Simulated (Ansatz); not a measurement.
**Ba2LaNbO6 under a change: uniaxial strain ε_xx = +0.88 %**

Base system: Ba$_{2}$LaNbO$_{6}$ (space group C2/m, No. 12).

```
Ba2LaNbO6
1.0
    5.21566    -3.02001     0.00000
    5.21566     3.02001     0.00000
   -3.51968     0.00000     5.02099
Ba La Nb O
2 1 1 6
Direct
  0.75256   0.75256   0.76132
  0.24744   0.24744   0.23868
  0.00000   0.00000   0.50000
  0.50000   0.50000   0.00000
  0.27353   0.27353   0.69563
  0.72647   0.72647   0.30437
  0.77638   0.31134   0.81867
  0.22362   0.68866   0.18133
  0.68866   0.22362   0.18133
  0.31134   0.77638   0.81867
```

Cartesian axes are those of the cell as printed.

The change: the cell is stretched by 0.88 % along x with no lateral relaxation; the atoms relax in the strained cell.

Method: Ansatz (an electronic-structure program), PBEsol, PAW, cutoff 420 eV, no spin-orbit coupling. Γ-centred 7×7×7 mesh, Fermi–Dirac width 0.05 eV.

```tsv
quantity	base	changed	shift
volume per atom	15.82 Å³	15.96 Å³	+0.14 Å³
shortest interatomic distance	2.000 Å	2.003 Å	+0.0022 Å
energy relative to the base (free energy F)	0 meV/atom	+0.8 meV/atom	+0.8 meV/atom
pressure (mean of the normal stresses, compression positive)	-0.01 GPa	-1.11 GPa	-1.10 GPa
band gap	3.13 eV	3.13 eV	+0.006 eV
gap character	indirect, A → Y₂	indirect, A → Y₂	–
smallest direct gap	3.26 eV	3.25 eV	-0.01 eV
width of the top valence band	0.28 eV	0.27 eV	-0.016 eV
stress (xx, yy, zz, yz, xz, xy; compression positive)	–	(-1.82, -0.63, -0.88, 0.00, -0.06, 0.00) GPa	–
```

Final structure:

```
CELL_PARAMETERS angstrom
      5.26156    -3.02001     0.00000
      5.26156     3.02001     0.00000
     -3.55065     0.00000     5.02099
ATOMIC_POSITIONS crystal
  Ba 0.75225 0.75225 0.76044
  Ba 0.24775 0.24775 0.23956
  La 0.00000 0.00000 0.50000
  Nb 0.50000 0.50000 0.00000
  O  0.27356 0.27356 0.69653
  O  0.72644 0.72644 0.30347
  O  0.77523 0.31037 0.81786
  O  0.22477 0.68963 0.18214
  O  0.68963 0.22477 0.18214
  O  0.31037 0.77523 0.81786
```

Stability against distortions was not tested.
